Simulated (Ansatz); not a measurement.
# Hypothetical P6_3/mmc SiS2, pressure series

Take SiS$_{2}$ in the 2H-MoS2 type structure (space group P6_3/mmc, No. 194; a = 3.224 Å, c = 12.153 Å; a hypothetical phase, not in the database extracts checked; layered, stacked along the Cartesian z axis) as the base.

Cell and atoms are relaxed at each pressure.

The values are results of r2SCAN+rVV10 (Ansatz, an electronic-structure program; PAW; 500 eV plane waves; no SOC), not measurements.

Q: Only one of these has a band gap. Which?
A) pressure 2.1 GPa
B) pressure −1 GPa
C) pressure 9 GPa

A: B, pressure −1 GPa. Computed: pressure −1 GPa: 0.13 eV; pressure 9 GPa: zero; pressure 2.1 GPa: zero

Load acts through the strain it causes; cell and atoms are relaxed under it. Stability against distortions was not tested. Competing high-pressure phases were not computed. All final runs are without spin polarisation. Gaps under 0.05 eV, about the width of the smearing, are given as zero. The zero or small gap of SiS2 can change with the level of theory.
